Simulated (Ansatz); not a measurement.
A computed series for GaN: response to strain

Base system: GaN in the zinc blende structure (space group F-43m, No. 216).

Space group F-43m (No. 216); a = b = c = 4.498 Å, α = β = γ = 90.00°

```csv
atom,site,symmetry,x,y,z
Ga,4a,-43m,0.0000,0.0000,0.0000
N,4d,-43m,0.7500,0.7500,0.7500
```
(The calculation used a cell of 2 atoms; values per cell refer to that cell.)

Strains are applied to the cell and any free atomic positions relax.

Level of theory: PBEsol (Ansatz, a quantum-chemistry and plane-wave program), no spin-orbit coupling.

Candidates:
(a) isotropic strain +1.00 %
(b) isotropic strain −0.50 %
(c) isotropic strain −3.00 %
(d) isotropic strain +3.00 %

Notes on the quantities. energy relative to the base: free energy F.

### Question
Order them by energy relative to the base, lowest first.

### Answer
(b) isotropic strain −0.50 % (+1.5 meV/atom), (a) isotropic strain +1.00 % (+5.8 meV/atom), (d) isotropic strain +3.00 % (+49 meV/atom), (c) isotropic strain −3.00 % (+60 meV/atom)

Whether these cells are dynamically stable was not tested. This is not the structure that GaN has at room temperature and ambient pressure.
